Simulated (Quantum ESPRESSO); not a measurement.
The steps of a band-structure calculation for SnPbSe2 (R-3m, 4 atoms in the cell) with Quantum ESPRESSO.

Computed with PBEsol, GBRV 1.5 ultrasoft (PBESOL) pseudopotentials (plane waves; Quantum ESPRESSO).

Step 1 (scf):

```fortran
&CONTROL
 calculation = 'scf'
 outdir = './out'
 pseudo_dir = './'
 verbosity = 'high'
 tprnfor = .true.
 tstress = .true.
/
&SYSTEM
 ibrav = 0
 nat = 4
 ntyp = 3
 ecutwfc = 40
 ecutrho = 200
 occupations = 'smearing'
 smearing = 'fd'
 degauss = 0.0036749
/
&ELECTRONS
 conv_thr = 1.0d-10
 mixing_beta = 0.3
/
ATOMIC_SPECIES
Sn   118.7100  sn_pbesol_v1.4.uspp.F.UPF
Pb   207.2000  pb_pbesol_v1.uspp.F.UPF
Se    78.9710  se_pbesol_v1.uspp.F.UPF
ATOMIC_POSITIONS {angstrom}
Sn    0.0000000000    0.0000000000   10.7192460000
Pb    0.0000000000    0.0000000000    0.0000000000
Se    0.0000000000    0.0000000000   16.1336657856
Se    0.0000000000    0.0000000000    5.3048262145
K_POINTS {automatic}
3 3 3  0 0 0
CELL_PARAMETERS {angstrom}
   2.1883753793     1.2634591143     7.1461640000
  -2.1883753793     1.2634591143     7.1461640000
   0.0000000000    -2.5269182287     7.1461640000
```

Step 2 (bands):

```fortran
&CONTROL
 calculation = 'bands'
 outdir = './out'
 pseudo_dir = './'
 verbosity = 'high'
/
&SYSTEM
 ibrav = 0
 nat = 4
 ntyp = 3
 ecutwfc = 40
 ecutrho = 200
 occupations = 'smearing'
 smearing = 'fd'
 degauss = 0.0036749
 nbnd = 28
/
&ELECTRONS
 conv_thr = 1.0d-10
 startingwfc = 'random'
 diago_thr_init = 1.0d-6
 diagonalization = 'cg'
/
ATOMIC_SPECIES
Sn   118.7100  sn_pbesol_v1.4.uspp.F.UPF
Pb   207.2000  pb_pbesol_v1.uspp.F.UPF
Se    78.9710  se_pbesol_v1.uspp.F.UPF
ATOMIC_POSITIONS {angstrom}
Sn    0.0000000000    0.0000000000   10.7192460000
Pb    0.0000000000    0.0000000000    0.0000000000
Se    0.0000000000    0.0000000000   16.1336657856
Se    0.0000000000    0.0000000000    5.3048262145
K_POINTS {crystal_b}
13
  0.00000000   0.00000000   0.00000000   8  ! G
  0.50000000   0.00000000   0.00000000   5  ! L
  0.50000000   0.18750606  -0.18750606   1  ! B1
  0.81249394   0.50000000   0.18750606   9  ! B
  0.50000000   0.50000000   0.50000000   4  ! Z
  0.00000000   0.00000000   0.00000000  10  ! G
  0.34375303   0.00000000  -0.34375303   1  ! X
  0.65624697   0.34375303   0.00000000   4  ! Q
  0.50000000   0.50000000   0.00000000   2  ! F
  0.65624697   0.65624697   0.18750606   8  ! P1
  0.50000000   0.50000000   0.50000000   1  ! Z
  0.50000000   0.00000000   0.00000000   3  ! L
  0.81249394   0.34375303   0.34375303   1  ! P
CELL_PARAMETERS {angstrom}
   2.1883753793     1.2634591143     7.1461640000
  -2.1883753793     1.2634591143     7.1461640000
   0.0000000000    -2.5269182287     7.1461640000
```

Step 3 (bands.x):

```fortran
&BANDS
 outdir = './out'
 filband = 'bands.dat'
 lsym = .false.
/
```

Output of bands (abridged):

```
     Atomic positions and unit cell read from directory:
     ./out/pwscf.save/

     Message from routine setup:
     using ibrav=0 with symmetry is DISCOURAGED, use correct ibrav instead
     G-vector sticks info
     --------------------
     sticks:   dense  smooth     PW     G-vecs:    dense   smooth      PW
     Sum        1807    1443    417                38377    27253    4271

     bravais-lattice index     =            0
   [... lines left out ...]
     unit-cell volume          =     800.0255 (a.u.)^3
     number of k points=    57  Fermi-Dirac smearing, width (Ry)=  0.0037
   [... lines left out ...]
        k(    2) = (   0.1082392   0.0624919   0.0220974), wk =   0.0350877
        k(    3) = (   0.2164783   0.1249838   0.0441949), wk =   0.0350877
   [... 54 lines left out ...]

     Dense  grid:    38377 G-vectors     FFT dimensions: (  72,  72,  72)

     Smooth grid:    27253 G-vectors     FFT dimensions: (  60,  60,  60)

     The potential is recalculated from file :
     ./out/pwscf.save/charge-density

     negative rho (up, down):  1.553E-02 0.000E+00

     Band Structure Calculation
     CG style diagonalization

     ethr =  1.00E-06,  avg # of iterations = 36.2

     End of band structure calculation

          k = 0.0000 0.0000 0.0000 (  3381 PWs)   bands (ev):

   -14.2402 -14.2398 -14.2296 -14.2276 -14.2274  -9.7243  -9.7226  -9.6936
    -9.6913  -9.6896  -6.1859  -5.3086  -1.1897   1.4445   5.3146   5.3151
     5.3184   5.6158   5.6168   7.2754   7.2877   8.6450   8.6452  11.4519
    11.4530  11.4586  13.3613  13.3679

          k = 0.1082 0.0625 0.0221 (  3441 PWs)   bands (ev):

   -14.2404 -14.2399 -14.2295 -14.2279 -14.2277  -9.7276  -9.7255  -9.6927
    -9.6893  -9.6881  -6.1635  -5.2967  -1.1681   1.3587   5.2429   5.2880
     5.3419   5.4402   5.5586   6.9493   7.5611   8.7404   9.1148  11.0311
    11.3705  11.3792  13.2041  13.5161

   [... 55 blocks of this kind left out ...]
```

Output of bands.x (abridged):

```
     Reading xml data from directory:

     ./out/pwscf.save/

     G-vector sticks info
     --------------------
     sticks:   dense  smooth     PW     G-vecs:    dense   smooth      PW
     Sum        1807    1443    417                38377    27253    4271

     negative rho (up, down):  1.553E-02 0.000E+00
     Reading collected, re-writing distributed wavefunctions
     high-symmetry point:  0.0000 0.0000 0.0000   x coordinate   0.0000
     high-symmetry point:  0.8659 0.4999 0.1768   x coordinate   1.0154
     high-symmetry point:  0.5412 1.0624 0.1768   x coordinate   1.6648
     high-symmetry point:  0.5412 0.9374 0.5303   x coordinate   2.0398
     high-symmetry point:  0.0000 0.0000 0.5303   x coordinate   3.1222
     high-symmetry point:  0.0000 0.0000 0.0000   x coordinate   3.6526
   [... 2 lines left out ...]
     high-symmetry point:  0.0000 0.9999 0.3536   x coordinate   5.7434
     high-symmetry point:  0.0000 0.9374 0.5303   x coordinate   5.9309
     high-symmetry point:  0.0000 0.0000 0.5303   x coordinate   6.8683
     high-symmetry point:  0.8659 0.4999 0.1768   x coordinate   6.8683
     high-symmetry point:  0.8118 0.4687 0.5303   x coordinate   7.2273

     Plottable bands (eV) written to file bands.dat.gnu
     Bands written to file bands.dat

   JOB DONE.
```

The starting cell comes from a database of computed structures (which also holds hypothetical and non-ambient phases and stackings), without a prior relaxation at this level. Its lattice was rescaled by a random factor within 2.5 % of one. Spin-orbit coupling is off. The run gives no clean gap (levels at the Fermi energy touch, overlap or are partly filled at this smearing), which alone does not show that the compound is a metal.
